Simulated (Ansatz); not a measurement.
# How far PBE and PBEsol part for Fe4N, biaxial strain +2.42 %, plane normal [001], relaxed out of plane

Consider Fe$_{4}$N (space group Pm-3m, No. 221; a = 3.786 Å; ferromagnetic; a cell from a computed database, its experimental status unchecked). Axes: x, y, z lie along the cube axes.

(Cell as relaxed with PBE.)

Levels (all Ansatz, an electronic-structure program, PAW): PBE (420 eV, spin-orbit coupling left out); PBEsol (420 eV, without spin-orbit coupling).

Each level relaxes its own structure.

```
base                      PBE    PBEsol
-------------------  --------  --------
volume per atom      10.85 Å³  10.04 Å³
lattice parameter a   3.786 Å   3.690 Å
band gap                 zero      zero
largest site moment   2.99 μB   2.97 μB
```

It is then changed as follows: tensile biaxial strain of 2.42 % in the plane normal to [001], as in epitaxy on a mismatched substrate; the out-of-plane cell vector and the atoms relax.

```tsv
quantity	PBE	PBEsol
pressure (mean of the normal stresses, compression positive)	-4.5 GPa	(withheld)
largest site moment	3.00 μB	(withheld)
energy relative to the base (free energy F)	+11 meV/atom	(withheld)
```

### Question
Predict the PBEsol column.

### Answer

- pressure (mean of the normal stresses, compression positive), PBEsol: -3.5 GPa
- largest site moment, PBEsol: 2.97 μB
- energy relative to the base (free energy F), PBEsol: +9.4 meV/atom

PBE's pressure lies 1.0 GPa below PBEsol's; PBE's energy relative to the base lies 2.1 meV/atom above PBEsol's. Neither level is exact; PBEsol is the comparison here, not a measurement.

Other magnetic orders, which the real material may have, were not ruled out. Without a gap, meshes like the base's 12×12×12 leave anisotropic stresses uncertain by several tenths of a GPa, and small strain energies with them. No phonon test of stability was made.
